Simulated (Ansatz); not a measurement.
The starting structures come from a database of crystals and need not be the phases stable at ambient conditions.

Inside the gap of an insulator the Bloch states are evanescent, with a wavenumber k + iκ along the transport direction.

```yaml
crystal:
  lattice:
    - [6.14068, 0.00000, 0.00000]
    - [0.00000, 6.28073, 0.00000]
    - [1.72799, 3.14037, 6.56540]
  atoms:
    - { symbol: La, position: [0.42452, 0.11477, 0.20054] }
    - { symbol: La, position: [0.57548, 0.88523, 0.79946] }
    - { symbol: La, position: [0.07548, 0.31531, 0.79946] }
    - { symbol: La, position: [0.92452, 0.68469, 0.20054] }
    - { symbol: C, position: [0.38852, 0.57363, 0.30514] }
    - { symbol: C, position: [0.61148, 0.42637, 0.69486] }
    - { symbol: C, position: [0.11148, 0.87877, 0.69486] }
    - { symbol: C, position: [0.88852, 0.12123, 0.30514] }
    - { symbol: N, position: [0.03101, 0.29064, 0.18432] }
    - { symbol: N, position: [0.96899, 0.70936, 0.81568] }
    - { symbol: N, position: [0.46899, 0.47496, 0.81568] }
    - { symbol: N, position: [0.53101, 0.52504, 0.18432] }
    - { symbol: N, position: [0.75355, 0.36713, 0.58306] }
    - { symbol: N, position: [0.24645, 0.63287, 0.41694] }
    - { symbol: N, position: [0.74645, 0.95019, 0.41694] }
    - { symbol: N, position: [0.25355, 0.04981, 0.58306] }
    - { symbol: O, position: [0.75000, 0.02610, 0.00000] }
    - { symbol: O, position: [0.25000, 0.97390, 0.00000] }
```

Space group of this cell: C2/c. The cell is taken as given; by r2SCAN its mean pressure is -2.4 GPa.

Transport runs along the normal of the first two printed cell vectors.

No gap correction and no spin-orbit coupling; mid-gap values are interpolated between computed energies.

Q: State the band gap and the smallest decay constant κ at mid-gap according to Ansatz (a program for electronic structure) with r2SCAN.

A: Gap 3.68 eV on a 6×6×6 mesh; κ = 0.402 1/Å, at the zone centre.
